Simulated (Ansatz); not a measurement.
Subject: the energy of the reaction as written. Reaction: 1/4 cell B + 3/8 Cl2 (gas) → cell A. The sign is products less reactants.

Cell A: a slab of W (bcc, Im-3m) cut along (110), 6 atoms, oblique cell of 3.18 × 2.76 Å (7.2 Å²), symmetry Cm within 0.02 Å, 10.8 Å thick under 16 Å of vacuum, in-plane vectors held at the crystal's; planes from bottom to top: W × 5 | Cl, its two faces unlike (dipole correction applied); added, foreign or displaced atoms, above the top plane: Cl bound to 3 W at 2.45–2.60 Å; spin state with PBE: run without spin, k-point mesh 18×20×1.
```yaml
crystal:
  lattice:
    - [3.18370, 0.00000, 0.00000]
    - [1.59185, 2.25122, 0.00000]
    - [0.00000, 0.00000, 27.00777]
  atoms:
    - { symbol: W, position: [0.99913, 0.00184, 0.29940] }
    - { symbol: W, position: [0.49893, 0.00231, 0.37993] }
    - { symbol: W, position: [0.99930, 0.00157, 0.46348] }
    - { symbol: W, position: [0.50173, 0.99667, 0.54680] }
    - { symbol: W, position: [0.01868, 0.96259, 0.62889] }
    - { symbol: Cl, position: [0.35723, 0.28501, 0.69989] }
```

Cell B: a slab of W (bcc, Im-3m) cut along (110), 21 atoms, oblique cell of 6.37 × 5.51 Å (28.7 Å²), symmetry Cm within 0.02 Å, 10.8 Å thick under 16 Å of vacuum, in-plane vectors held at the crystal's; planes from bottom to top: W4 × 5 | Cl, its two faces unlike (dipole correction applied); added, foreign or displaced atoms, above the top plane: Cl bound to 3 W at 2.48–2.62 Å; spin state with PBE: run without spin, k-point mesh 9×10×1.
```xyz
21
Lattice="6.3674 0.0000 0.0000 3.1837 4.5024 0.0000 0.0000 0.0000 27.0078" Properties=species:S:1:pos:R:3 pbc="T T T"
W      0.0025    -0.0056     8.0793
W      3.1811    -0.0055     8.0794
W      1.5919     2.2507     8.0740
W      4.7754     2.2417     8.0749
W      6.3674     2.2465    10.2512
W      3.1837     2.2469    10.2510
W      4.7756    -0.0045    10.2498
W      1.5919    -0.0047    10.2414
W     -0.0001    -0.0052    12.5116
W      3.1839    -0.0046    12.5114
W      1.5919     2.2402    12.5014
W      4.7756     2.2498    12.5015
W      6.3722     2.2407    14.7716
W      3.1788     2.2408    14.7721
W      4.7758    -0.0248    14.7414
W      1.5918    -0.0039    14.7635
W      0.0069    -0.0527    16.9641
W      3.1768    -0.0527    16.9640
W      1.5918     2.3366    16.9754
W      4.7754     2.1897    16.8915
Cl     1.5920     0.7558    18.8859
```

Reference: an isolated Cl2 molecule (singlet) in a box of 11 × 11 × 14 Å.

All numbers come from Ansatz (a quantum-chemistry and plane-wave program), plane waves with PAW, its default PAW set, cutoff 420 eV, 500 eV for r2SCAN. The structures are at rest with PBE, within the held lattices; other levels are single points on them. Neutral cells; Fermi-Dirac smearing of at most 0.10 eV in the solids, energies taken to zero width. The lattices are those relaxed with PBE, so at other levels the solids can be strained, which adds to the spread. Larger cells are relaxed from a start prepared with the learned potential CHGNet till forces fall under 0.03 eV/Å, which some starts already meet. A dispersion term (D3(BJ), or D4 for r2SCAN) was computed beside these levels and is taken off wherever the name lacks it. The PAW files were made for PBE and serve at the other functionals too. Space groups of crystals are read within 0.01 Å. Static lattices, no vibrational contributions. The structures are the rest points that the relaxations reached, not proven lowest. The runs are scalar-relativistic, without spin-orbit coupling. The d electrons get no Hubbard U. Values are for these cell sizes. Cell A has symmetry Cm within 0.02 Å and got no random move, so less symmetric positions, which may lie lower, weren't tried. Cell B has symmetry Cm within 0.02 Å and got no random move, so less symmetric positions, which may lie lower, weren't tried.

### Question
Give the value at the level r2SCAN.

### Answer
-0.81 eV, for 1/4 cell B + 3/8 Cl2 (gas) → cell A.

### Question
What do the other levels give, and how wide is the spread?

### Answer
| Functional | value (eV) | less r2SCAN |
|---|---|---|
| PBE | -0.61 | 0.20 |

The levels shown span 0.20 eV, from r2SCAN (-0.81) to PBE (-0.61).
